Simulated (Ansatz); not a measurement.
Cost and result by functional for the adsorption energy of NH3 on the 1x1 (110) surface of bcc Ta, one in a 2x2 cell, started at the site 'top Ta', in Ansatz (plane waves, PAW). Single points on the PBE structure, on one kind of machine; costs are rough ratios of the slab run's core time (references not counted) to the cheapest single point. r2SCAN's cost holds its higher cutoff (500 against 420 eV). Differences are taken against r2SCAN for comparison alone: no measured value is at hand, so the table doesn't rank accuracy.

Set-up: 20 atoms, 6.8 Å thick at the start under the adsorbate (thin: gaps and levels are the slab's own); mesh 5x5x1; 0.1 eV smearing; dipole correction on; 8 atoms held, the rest relaxed; no symmetry held; no spin, no spin-orbit, no U, no dispersion correction. At the end it is bonded to Ta. In PBE it is, or lies within 0.03 eV of, the lowest of the starts that converged. These notes are the PBE run's. Adsorption energies are against NH3(g). A negative adsorption energy means that the adsorbate is more stable on the surface than in its reference.

| functional | relative cost | adsorption energy (eV) | less r2SCAN (eV) |
|---|---|---|---|
| RPBE | 1 | -0.55 | 0.35 |
| r2SCAN | 2 | -0.90 | 0.00 |
| PBE (the relaxed run's value) | – | -0.77 | 0.13 |

The values span 0.35 eV, while the single points' costs differ by a factor of roughly 2. Differences are of unrounded values.

Ansatz is a first-principles code.
